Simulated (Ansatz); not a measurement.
# A computed series for GaP: element substitutions

The parent structure is GaP in the zinc blende structure (space group F-43m, No. 216; a = 5.439 Å).

Each row replaces one element on all its sites; cell and atoms are relaxed.

Levels (all Ansatz, a quantum-chemistry and plane-wave program, PAW, earlier PAW set): PBEsol (420 eV, scalar-relativistic without spin-orbit coupling); r2SCAN (500 eV, no spin-orbit coupling); PBEsol+SOC (420 eV, with spin-orbit coupling).

Band gaps by level, all at the geometries relaxed with PBEsol:

```
case      PBEsol   r2SCAN  PBEsol+SOC
-------  -------  -------  ----------
base     1.45 eV  1.84 eV     1.43 eV
Ga → In  0.57 eV  1.11 eV     0.54 eV
Ga → As     zero     zero        zero
```

Single points use the geometry relaxed with PBEsol. The spin-orbit shifts are approximate. Whether these cells are dynamically stable was not tested. As relaxed here, AsP is a hypothetical phase, not in the database extracts checked. The runs without spin-orbit coupling are not spin-polarised.
